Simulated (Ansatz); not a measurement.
The reference is ZrO2 in the fluorite structure (space group Fm-3m, No. 225).

```xyz
3
Lattice="0.0000 2.5320 2.5320 2.5320 0.0000 2.5320 2.5320 2.5320 0.0000" Properties=species:S:1:pos:R:3 pbc="T T T"
Zr     0.0000     0.0000     0.0000
O      1.2660     1.2660     1.2660
O      3.7981     3.7981     3.7981
```

All numbers come from PBEsol/PAW in Ansatz (a first-principles code), scalar-relativistic without spin-orbit coupling.

Base values:

- Gap character = indirect, X → Γ
- Band gap = 3.33 eV
- Volume per atom = 10.82 Å³

Now apply this change: Hf takes the place of Zr on all its sites; the structure is relaxed again.

Task: How does this affect the gap character?

Result: The gap character changes from indirect, X → Γ to direct at X.

Task: What does the calculation give for the band gap after the change?

Result: The band gap rises by 0.36 eV to 3.69 eV.

Task: Estimate the effect on the volume per atom.

Result: The volume per atom falls by 0.13 Å³ (10.82 Å³ → 10.69 Å³).

Spin-orbit coupling, missing from the scalar runs, can matter with Hf. Stability against distortions was not tested. This is not the structure that HfO2 has at room temperature and ambient pressure. This is not the structure that ZrO2 has at room temperature and ambient pressure.
